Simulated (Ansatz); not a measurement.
## hexagonal La2O3 (1 0 0) on germanium (0 0 1) (film strained to the substrate, started from cuts of the bulks and a machine-learned relaxation; metallic at this level, with no gap by band count; slabs Ge36 and La16O22, which can lie off the formulas)

A periodic stack without vacuum, hexagonal La2O3 (1 0 0) on germanium (0 0 1) (film strained to the substrate, started from cuts of the bulks and a machine-learned relaxation; metallic at this level, with no gap by band count; slabs Ge36 and La16O22, which can lie off the formulas): substrate slab Ge36, film La16O22, surface cells [[-3, 0], [-1, -1]] and [[0, 2], [-1, 0]], film strained by -1.3 and +3.4 %, outermost planes Ge/Ge and LaO/LaO as cut, which need not be the usual terminations and can put a slab off its formula.

The start was prepared with a machine-learned potential, and the result is one local minimum, with the in-plane cell held and forces under 0.04 eV/Å; the film can end far from its bulk form.

Method: PBE (plane waves to 420 eV, PAW; Ansatz, an electronic-structure program). Scalar-relativistic, without spin–orbit coupling; PBE gaps are too small against experiment. Its k-point mesh 2×6×1, Fermi–Dirac width 0.05 eV.

| Property | Value |
|---|---|
| interface area | 49.8 Å² |
| period | 32.19 Å |
| heights between the nearest atoms of the two slabs at the two interfaces | 2.14 and 2.14 Å |
| Ge–La contacts across the interfaces within 1.22 times the sum of covalent radii | 16, mean 3.58 Å |
| spin-polarised check at this geometry | falls back to no moment |

```
CELL_PARAMETERS angstrom
     12.21805    -0.00002     0.13904
      0.00001     4.07294     0.00003
     -1.33559    -2.03621    32.17908
ATOMIC_POSITIONS crystal
  Ge 0.67231 0.99017 0.08272
  Ge 0.34164 0.99179 0.08394
  Ge 0.00117 0.99036 0.08266
  Ge 0.83242 0.96660 0.03547
  Ge 0.50148 0.96973 0.03734
  Ge 0.16982 0.97144 0.04112
  Ge 0.84516 0.53582 0.17400
  Ge 0.51422 0.53573 0.17380
  Ge 0.17797 0.53527 0.17228
  Ge 0.67650 0.51299 0.12833
  Ge 0.34457 0.51407 0.12896
  Ge 0.00556 0.51294 0.12799
  Ge 0.68657 0.08088 0.26383
  Ge 0.35211 0.07997 0.26212
  Ge 0.01967 0.08052 0.26301
  Ge 0.84878 0.05815 0.21836
  Ge 0.51751 0.05810 0.21819
  Ge 0.18149 0.05766 0.21705
  Ge 0.86059 0.62587 0.35347
  Ge 0.52480 0.62518 0.35235
  Ge 0.19387 0.62515 0.35216
  Ge 0.69015 0.60306 0.30835
  Ge 0.35584 0.60226 0.30664
  Ge 0.02272 0.60283 0.30764
  Ge 0.69745 0.17039 0.44176
  Ge 0.36589 0.17024 0.44241
  Ge 0.03661 0.17035 0.44215
  Ge 0.86373 0.14827 0.39822
  Ge 0.52790 0.14737 0.39678
  Ge 0.19761 0.14724 0.39650
  Ge 0.87298 0.71543 0.52906
  Ge 0.53986 0.71735 0.53375
  Ge 0.20799 0.71658 0.53491
  Ge 0.69995 0.69313 0.48687
  Ge 0.36933 0.69308 0.48814
  Ge 0.04069 0.69298 0.48731
  La 0.39761 0.25340 0.60131
  La 0.88958 0.25678 0.61005
  La 0.64595 0.77675 0.64904
  La 0.15571 0.77494 0.64643
  O  0.25150 0.29679 0.68805
  O  0.75243 0.29758 0.69080
  O  0.56390 0.26695 0.62917
  O  0.06415 0.26483 0.62588
  O  0.36218 0.76962 0.63462
  O  0.84855 0.77151 0.63914
  La 0.38003 0.81087 0.71659
  La 0.87795 0.81186 0.71843
  La 0.63576 0.32730 0.74964
  La 0.13438 0.32629 0.74733
  O  0.26528 0.84452 0.78373
  O  0.76485 0.84606 0.78679
  O  0.57501 0.80949 0.71405
  O  0.07363 0.80808 0.71096
  O  0.43859 0.32728 0.74952
  O  0.93868 0.32805 0.75078
  La 0.39521 0.36315 0.82116
  La 0.89689 0.36425 0.82310
  La 0.65128 0.87960 0.85405
  La 0.15308 0.87869 0.85196
  O  0.27915 0.39231 0.88030
  O  0.77961 0.39405 0.88226
  O  0.59184 0.36322 0.82130
  O  0.09272 0.36255 0.81977
  O  0.45583 0.88095 0.85681
  O  0.95749 0.88232 0.85928
  La 0.38477 0.91343 0.92169
  La 0.87613 0.91405 0.92394
  La 0.63457 0.43725 0.96897
  La 0.14180 0.43197 0.96016
  O  0.67039 0.92054 0.93592
  O  0.18071 0.91752 0.93082
  O  0.46754 0.42349 0.94170
  O  0.96697 0.42446 0.94461
```
